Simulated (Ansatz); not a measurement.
Given:

```
CELL_PARAMETERS angstrom
      0.00000     1.74755     1.74755
      1.74755     0.00000     1.74755
      1.74755     1.74755     0.00000
ATOMIC_POSITIONS crystal
  Ni 0.00000 0.00000 0.00000
```

Spin-polarised, with starting moments of sign Ni+.

Computed with Ansatz (an electronic-structure program) PBE, no SOC, earlier PAW set. Γ-centred 23×23×23 mesh, Fermi–Dirac width 0.05 eV.

### Question
Estimate the band gap.

### Answer
Zero.

### Question
Predict the largest site moment.

### Answer
0.66 μB.

The magnetic state is the one reached from the starting moments; the real material's order can differ, and small cells can't hold many antiferromagnetic ones. Load acts through the strain it causes; cell and atoms are relaxed under it. No phonon test of stability was made. The cell was made from Ni in the fcc (Cu type) structure (space group Fm-3m, No. 225; ferromagnetic) by this change: pressure 4.2 GPa.
